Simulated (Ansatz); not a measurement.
Troubleshooting Ansatz (a quantum-chemistry and plane-wave program): a failed run on TiCo3 (P6_3/mmc, 8 atoms in the cell). The aim is a self-consistent single point with DFT, PBEsol, plane waves, PAW files made with PBE.

Cell that was meant: a = 5.1387 Å, b = 5.1387 Å, c = 4.3225 Å, α = 90.00°, β = 90.00°, γ = 120.00°.

Part of the input:

Ansatz 0.2 input:
```yaml
    - { symbol: Co, position: [0.323260, 0.161630, 0.250000], spin: 3.0 }
    - { symbol: Co, position: [0.838370, 0.676740, 0.250000], spin: 3.0 }
    - { symbol: Co, position: [0.161630, 0.323260, 0.750000], spin: 3.0 }
basis:
  ecutwfc: 30
kpoints:
  mp_grid:
    grid: [7, 7, 7]
```

Output, abridged:

```
Error: inconsistent input (basis.ecutwfc, kpoints): the smallest per-k basis holds n_pw = 27 plane waves (k-point 0, counted from 0 among those solved) but the deck needs at least 73 band(s) per channel, and no run solves more bands than the smallest per-k basis has plane waves; raise basis.ecutwfc until the smallest per-k basis, which caps the automatic band count, holds at least 73 plane waves
```

**Question.** Read the log: what does the program object to, and what is the fix?

**Answer.** The fault is this: a cutoff meant in Ry typed as a bare number, read as eV; here the program stops on it instead of giving results. To fix it, convert the value to the unit that the key expects. The program stopped before any SCF iteration.

The sound input it was made from differs as follows (other fixes are possible):
```diff
-basis:
-  ecutwfc: 30
```

With that input, the run converged in 16 iterations: free energy E − TS (on the zero of these files) -35507.2157 eV; Fermi level (on the code's own zero) 16.57 eV; pressure -16.85 GPa; largest force (vector length) 0.038 eV/Å; size of the cell's spin moment 5.71 μB (DFT, PBEsol, plane waves, PAW files made with PBE).

On the sound input: the starting cell comes from a database of computed structures (which also holds hypothetical and non-ambient phases and stackings), without a prior relaxation at this level. Its lattice was rescaled by a random factor within 2.5 % of one. The magnetic order is the one reached from the typed start; others were not searched systematically. The program warned that a starting moment was not kept. With a pressure of about -17 GPa the cell is away from its equilibrium volume at this level. Ansatz's pressure includes its estimate of the finite-basis (Pulay) stress.
